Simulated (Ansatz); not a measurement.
**Perfect silicon, 7x7x7 cubic cells**

Cell 38.29 × 38.29 × 38.29 Å, Si2744, 2744 atoms. 

Calculation: PBE, support functions at accuracy medium on the grid of 420 eV (PAW; Ansatz, a quantum-chemistry and plane-wave program).

Basis: localised support functions (accuracy medium) on a full density matrix. k-points: zone centre alone; occupations: fixed; spin polarisation not allowed. Spin-orbit coupling is left out.

The Kohn-Sham gap of the cell on its k-mesh comes out as 0.61 eV and the coordination (neighbours within 2.842 Å) is 100.0 % 4-fold. The Si-Si bonds, mean ± spread is 2.369 ± 0.000 Å and the bond angles, mean ± spread is 109.5° ± 0.0°. The pressure comes out as 0.02 GPa and the cost of the final run comes out as very roughly 17 core-hours, 17 SCF iterations, 54 GiB.
